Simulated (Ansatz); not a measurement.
Consider HfS$_{2}$ in the CdI2 type structure (space group P-3m1, No. 164; a = 3.547 Å, c = 5.577 Å; layered, stacked along the Cartesian z axis).

The change: every S is replaced by O; the structure is relaxed again.

Levels (all Ansatz, a first-principles code, PAW): PBEsol-D3(BJ) (420 eV, spin-orbit coupling left out); HSE06 (420 eV, spin-orbit coupling left out).

The geometry is relaxed with PBEsol-D3(BJ).

| Property | Result |
|---|---|
| PBEsol-D3(BJ) band gap | 4.40 eV |

With HSE06 at the same geometry, the band gap grows by 1.702 eV (4.40 eV → 6.11 eV).

Single points use the geometry relaxed with PBEsol-D3(BJ). The hybrid gap comes from the SCF mesh plus the semilocal run's edge points and a few special points and is an upper bound. Spin-orbit coupling, missing from the scalar runs, can matter with Hf. Stability against distortions was not tested. As relaxed here, HfO2 is a hypothetical phase, not in the database extracts checked.
